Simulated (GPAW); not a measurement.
GPAW run on GaSn3 (I4/mmm, 4 atoms in the cell): self-consistent single point.

Method of the run: LDA (Perdew-Wang 92), GPAW PAW datasets LDA (gpaw-data 1.0.1) (plane waves; GPAW).

```xyz
4
Lattice="-2.2724 2.2724 4.9107 2.2724 -2.2724 4.9107 2.2724 2.2724 -4.9107" Properties=species:S:1:pos:R:3 pbc="T T T"
Ga     0.0000     0.0000     0.0000
Sn     0.0000     2.2724     2.4554
Sn     2.2724     0.0000     2.4554
Sn     0.0000     0.0000     4.9107
```

Reference input (self-consistent single point, DFT LDA (Perdew-Wang 92), plane waves, GPAW PAW datasets LDA (gpaw-data 1.0.1)): mode = pw; ecut = 600 eV; xc = LDA; kpts = 5 5 5; mesh shift (steps) = 0 0 0; occupations.name = methfessel-paxton; occupations.width = 0.272 eV; occupations.order = 1; nbands = -12; symmetry.symmorphic = false; symmetry.tolerance = 0.0005; maxiter = 100. This run's input differs from it in these lines:

```diff
@@ -19,2 +19,3 @@
             nbands=-12,
+            convergence={'bands': 'all'},
             symmetry={'symmorphic': False, 'tolerance': 0.0005},
```

Output, abridged:

```
     iter     time        total  log10-change:
                         energy   eigst   dens
iter:   1 --:--:--   -17.561845   +1.75
iter:   2 --:--:--   -17.579972   +0.44  -1.71
iter:   3 --:--:--   -17.526644   -0.10  -1.73
iter:   4 --:--:--   -17.536336   -0.37  -2.18
iter:   5 --:--:--   -17.524798c  -0.23  -2.58
iter:   6 --:--:--   -17.525346c  -0.32  -2.98
iter:   7 --:--:--   -17.523722c  -0.70  -3.01
iter:   8 --:--:--   -17.523287c  -0.92  -3.28
iter:   9 --:--:--   -17.523271c  -1.22  -3.55
   [... 3 lines left out ...]
iter:  13 --:--:--   -17.523323c  -1.71  -3.78
iter:  14 --:--:--   -17.523303c  -1.67  -3.77
   [... lines left out ...]
iter: 100 --:--:--   -17.523283c  -4.12  -14.07c

Did not converge!

Here are some tips:

1) Make sure the geometry and spin-state is physically sound.
2) Use less aggressive density mixing.
3) Solve the eigenvalue problem more accurately at each scf-step.
4) Use a smoother distribution function for the occupation numbers.
5) Try adding more empty states.
6) Use enough k-points.
7) Don't let your structure optimization algorithm take too large steps.
8) Solve the Poisson equation more accurately.
9) Better initial guess for the wave functions.

See details here:

    https://gpaw.readthedocs.io/documentation/convergence.html
Traceback (most recent call last):
   [... frames left out ...]
gpaw.KohnShamConvergenceError: Did not converge!  See text output for help.
```

The run ended unconverged after 100 iterations. 

The starting cell comes from a database of computed structures (which also holds hypothetical and non-ambient phases and stackings), without a prior relaxation at this level.

Cost on one core of a shared machine: roughly 4 min.
